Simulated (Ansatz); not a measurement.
Take WC (space group P-6m2, No. 187; a = 2.9226 Å, c = 2.8464 Å; relaxed with 0.1 eV smearing) as the base. Axes: x lies along a and z along c of the hexagonal cell.

(Cell as relaxed with PBE.)

Levels (all Ansatz, a program for electronic structure, PAW, earlier PAW set): PBE (420 eV, no spin-orbit coupling); r2SCAN (500 eV, no spin-orbit coupling).

Each level relaxes its own structure.

```csv
base,PBE,r2SCAN
volume per atom,10.53 Å³,10.42 Å³
lattice parameter a,292.3 pm,291.3 pm
band gap,zero,zero
```

Now apply this change: compressive biaxial strain of 4.18 % in the plane normal to [001], as in epitaxy on a mismatched substrate; the out-of-plane cell vector and the atoms relax.

| quantity | PBE | r2SCAN |
|---|---|---|
| ratio −ε⊥/ε∥ | 0.41 | … |
| shortest interatomic distance | 217.0 pm | … |
| pressure (mean of the normal stresses, compression positive) | 28.8 GPa | … |

Q: Given the PBE results, estimate those of r2SCAN.

A: 
- ratio −ε⊥/ε∥, r2SCAN: 0.39
- shortest interatomic distance, r2SCAN: 216.2 pm
- pressure (mean of the normal stresses, compression positive), r2SCAN: 30.5 GPa

PBE's shortest interatomic distance lies 0.8 pm above r2SCAN's (0.4 %); PBE's pressure lies 1.64 GPa below r2SCAN's. Neither level is exact; r2SCAN is the comparison here, not a measurement.

Whether these cells are dynamically stable was not tested. All final runs are without spin polarisation.
